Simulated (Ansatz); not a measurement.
Data:

```yaml
crystal:
  lattice:
    - [-2.00285, 6.01030, 2.83250]
    - [2.00285, -6.01030, 2.83250]
    - [2.00285, 6.01030, -2.83250]
  atoms:
    - { symbol: As, position: [0.74950, 0.24950, 0.50000] }
    - { symbol: As, position: [0.08350, 0.25026, 0.83325] }
    - { symbol: As, position: [0.41701, 0.25026, 0.16675] }
    - { symbol: Al, position: [0.99939, 0.99939, 0.00000] }
    - { symbol: Ga, position: [0.33340, 0.00030, 0.33310] }
    - { symbol: Ga, position: [0.66719, 0.00030, 0.66690] }
```

A single point on AlAs with a change (x(Ga) = 0.667, 6 atoms, Imm2), its geometry relaxed with PBEsol.

Level of theory: PBEsol/PAW in Ansatz (a quantum-chemistry and plane-wave program), spin-orbit coupling included, earlier PAW set. Γ-centred 10×10×10 mesh, Fermi–Dirac width 0.05 eV.

Q: Predict the gap character and valence-band top at Γ.

A: 
- Gap character (in this cell's own zone, which can be folded) = direct at Γ
- Valence-band top at Γ (three highest Kramers pairs, from the VBM) = 0.00, -0.01, -0.33 eV

Single points use the geometry relaxed with PBEsol. Whether these cells are dynamically stable was not tested. The cell was made from AlAs by this change: x(Ga) = 0.667, 6 atoms, Imm2.
